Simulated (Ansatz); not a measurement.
Converging the k-point mesh at a smearing width of 0.02 eV: Li (Im-3m, 1 atom in the cell)

```
CELL_PARAMETERS angstrom
     -1.75023     1.75023     1.75023
      1.75023    -1.75023     1.75023
      1.75023     1.75023    -1.75023
ATOMIC_POSITIONS crystal
  Li 0.00000 0.00000 0.00000
```

Level of theory: PBEsol, default PAW files made with PBE (plane waves; Ansatz, an electronic-structure program).

Base settings: basis.ecutwfc = 420 eV; kpoints.mp_grid.grid = 13 13 13; hamiltonian.xc = pbesol; hamiltonian.pseudopotentials = {kind: paw} (the program's default PAW files); scf.occupations.method = gaussian; scf.occupations.width = 0.1 eV.

In this ladder: scf.occupations.width = 0.02 eV.

Only quantities that move along the ladder and can be compared are tabulated.

The count of work is k-points × plane waves × bands × iterations; it is no time. 

The starting cell has typed, rounded lattice constants, without a prior relaxation at this level. Its lattice was rescaled by up to half a per cent. Ansatz's pressure includes its estimate of the finite-basis (Pulay) stress.

| kpoints.mp_grid.grid | free energy less the last step's (meV/atom) | pressure (GPa) | count of work / last |
|---|---|---|---|
| 5 5 5 | 5.89 | -0.74 | 0.012 |
| 6 6 6 | 41.92 | -0.59 | 0.020 |
| 7 7 7 | -0.25 | -0.71 | 0.025 |
| 8 8 8 | 12.56 | -0.66 | 0.036 |
| 10 10 10 | 8.02 | -0.69 | 0.058 |
| 12 12 12 | 5.30 | -0.68 | 0.088 |
| 14 14 14 | 2.13 | -0.71 | 0.13 |
| 17 17 17 | 1.41 | -0.72 | 0.20 |
| 26 26 26 | -0.26 | -0.72 | 0.63 |
| 31 31 31 | 0.00 | -0.72 | 1.0 |

Coarsest kpoints.mp_grid.grid that holds the pressure within 0.1 GPa of the last step, with all finer ones: 7 7 7, at 0.025 of the last step's count of work; the step before is off by 0.14 GPa.

Coarsest kpoints.mp_grid.grid that holds the free energy within 1 meV/atom of the last step, with all finer ones: 26 26 26; the step before is off by 1.4 meV/atom.

Keys are those of Ansatz 0.2.
